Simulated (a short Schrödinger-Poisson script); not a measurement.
Structure: MOS inversion layer, Al2O3 on p-type Si(100), at 400 K.

From the gate side: 4.1 nm Al2O3; 650 nm Si, acceptors 4.3e17 cm⁻³.

Constants are typed, rounded textbook-type inputs, not results; the design itself was drawn at random and stands for no fabricated device. Al2O3: permittivity 9, conduction-band edge (eV) 2.7, gap (eV) 6.8, electron mass (mₑ) 0.3. Si: permittivity 11.7, conduction-band edge (eV) 0, gap (eV) 1.124, Nv at 300 K (cm⁻³) 3.1e19.

Channel valleys (confinement mass, in-plane density-of-states mass, number): Δ2 0.916, 0.19, 2; Δ4 0.19, 0.417, 4. At the gate the conduction-band edge of layer 1 lies 3.19 eV − eVg above the Fermi level of the channel; the field vanishes at the back. Gaps are held at their typed values at every temperature. Mesh 0.03 nm at interfaces.

Solved with a short Schrödinger-Poisson script written for these runs: 1D Poisson equation in equilibrium, electrons quantum, Hartree (BenDaniel-Duke, 12 states a valley, the channel's in-plane mass for all, wave functions ending at the dielectric), parabolic valleys, classical holes, full ionisation, no traps, pinning or gate leakage.

```csv
Vg (V),electrons (cm⁻²),C (μF/cm²),Δ2 E0 (meV from the Fermi level),Δ4 E0 (meV from the Fermi level)
0.45,3.28e9,0.210,284.2,337.0
0.5,1.10e10,0.231,241.6,295.6
0.55,3.57e10,0.302,200.3,255.6
0.6,1.03e11,0.467,162.7,219.4
0.65,2.47e11,0.702,131.6,190.1
0.7,4.73e11,0.915,107.8,168.3
0.75,7.66e11,1.07,89.8,152.5
0.8,1.10e12,1.18,75.6,140.7
0.85,1.48e12,1.25,64.0,131.6
0.9,1.87e12,1.31,54.3,124.2
0.95,2.28e12,1.35,45.9,118.2
1,2.70e12,1.39,38.4,113.1
1.05,3.14e12,1.41,31.7,108.7
1.1,3.58e12,1.44,25.6,104.8
1.15,4.03e12,1.46,19.9,101.4
1.2,4.48e12,1.47,14.7,98.4
1.25,4.95e12,1.49,9.8,95.6
1.3,5.41e12,1.50,5.1,93.0
1.35,5.88e12,1.51,0.7,90.7
1.4,6.35e12,1.52,-3.5,88.5
```

Gate voltages with under 1e9 electrons/cm² are left out.

### Question
At Vg = 1.4 V the lowest Δ2 subband lies at -3.5 meV from the Fermi level. How many electrons does it hold, and what share of all?

### Answer
The two-dimensional density of states is g m/(πħ²) = 1.59e11 cm⁻² meV⁻¹ (both spins), kT = 34.5 meV, so n = D kT ln(1 + exp(−E/kT)) = 4.08e12 cm⁻², 0.64 of the 6.35e12 cm⁻² in all.

### Question
Compare the slope of the sheet density between 1.3 and 1.4 V with the geometric capacitance of the layers between gate and channel.

### Answer
q Δn/ΔV = 1.51 μF/cm²; ε0/Σ(t/ε) = 1.94 μF/cm². The ratio is 0.77: the channel acts as a further capacitance in series.
